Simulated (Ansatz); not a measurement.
The reference is BN in the zinc blende structure (space group F-43m, No. 216; a = 3.6057 Å).

Levels (all Ansatz, a quantum-chemistry and plane-wave program, PAW): PBEsol (420 eV, scalar-relativistic without spin-orbit coupling); r2SCAN (500 eV, no SOC); HSE06 (420 eV, no spin-orbit coupling).

One geometry, relaxed with PBEsol, under each level:

Notes on the quantities. hole mass: degenerate bands, along [100].

| level | band gap | lowest conduction level above the VBM at special points | electron mass | hole mass | pressure |
|---|---|---|---|---|---|
| PBEsol | 4.30 eV | X 4.30 eV; U 6.78 eV; K 6.78 eV; Γ 8.81 eV | 0.89 mₑ along k, 0.29 mₑ across (at X) | 0.52 mₑ (at Γ) | -0.01 GPa |
| r2SCAN | ___ | ___ | ___ | ___ | ___ |
| HSE06 | 5.80 eV | X 5.80 eV; U 8.40 eV; K 8.40 eV; Γ 10.61 eV | – | – | – |

Give the withheld r2SCAN results.


- r2SCAN, band gap: 5.01 eV
- r2SCAN, lowest conduction level above the VBM at special points: X 5.01 eV; U 7.54 eV; K 7.54 eV; Γ 9.60 eV
- r2SCAN, electron mass: 0.87 mₑ along k, 0.29 mₑ across (at X)
- r2SCAN, hole mass: 0.48, 0.51, 0.51 mₑ (at Γ)
- r2SCAN, pressure: 1.32 GPa

Single points use the geometry relaxed with PBEsol. Their cutoffs differ, which shifts pressures a little. HSE06 gaps are upper bounds (no full band path). Masses are band curvatures over ±0.01 Å⁻¹ around the edge. Along k means along the line from Γ to the band edge. Whether these cells are dynamically stable was not tested.
